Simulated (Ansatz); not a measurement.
Defect migration in bcc Ta: interstitial N, neutral cell. The step: several atoms move together, N the farthest; the atom moves 1.66 Å along (0.00, 0.00, -0.50) of the unit cell; the moving atom starts with neighbours 2 Ta at 2.01, 4 Ta at 2.25 Å and ends with 2 Ta at 2.01, 4 Ta at 2.25 Å. DFT values are from Ansatz (plane-wave PAW, 420 eV unless said) in a cell of 36 host sites, spin-restricted, static, with no finite-size correction. Sites that were not tried may lie lower. For the PBE band: the saddle point's order was not checked, and it lies on a symmetry element of the cell, where a band can be held.

```tsv
Level	Forward barrier (eV)	Cost of the band or of the saddle's single point
CHGNet universal potential (has no charge state), its own band	0.69	-
PBE, a 2×2×3 k-point mesh shifted by half a step, band relaxed	1.36	around 70 core-minutes (rough)
PBE, a 3×3×4 k-point mesh shifted by half a step, same geometries	1.35	around 8 core-minutes (rough)
r2SCAN at 500 eV, a 2×2×3 k-point mesh shifted by half a step, same geometries	1.43	roughly 4 core-minutes
```

Ansatz is a program for electronic structure.
